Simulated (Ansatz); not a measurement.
Data:

```
TlI
1.0
    4.13681     0.00000     0.00000
    0.00000     4.13681     0.00000
    0.00000     0.00000     4.13681
Tl I
1 1
Cartesian
  0.00000   0.00000   0.00000
  2.06841   2.06841   2.06841
```

These are PBEsol with spin-orbit coupling, rigid bands (plane waves, PAW; Ansatz, an electronic-structure program) values and carry that method's errors. Condition of this run: spin-orbit coupling switched on. Geometry: cell and atoms relaxed with PBEsol.

Problem. What conductivity effective mass do dilute electrons have at 300 K?

Solution. 0.26 mₑ.

Problem. Predict the hole conductivity mass (n e² τ/σ) at 300 K, by direction if it differs.

Solution. 0.47 mₑ.

Problem. And the band gap?

Solution. 0.48 eV at this level; semilocal functionals usually fall short of the measured gap.

Rigid bands, one relaxation time for all states, no polarons.

Formula and space group known from diffraction (Crystallography Open Database), not checked to be the room-temperature form: TlI (Pm-3m).
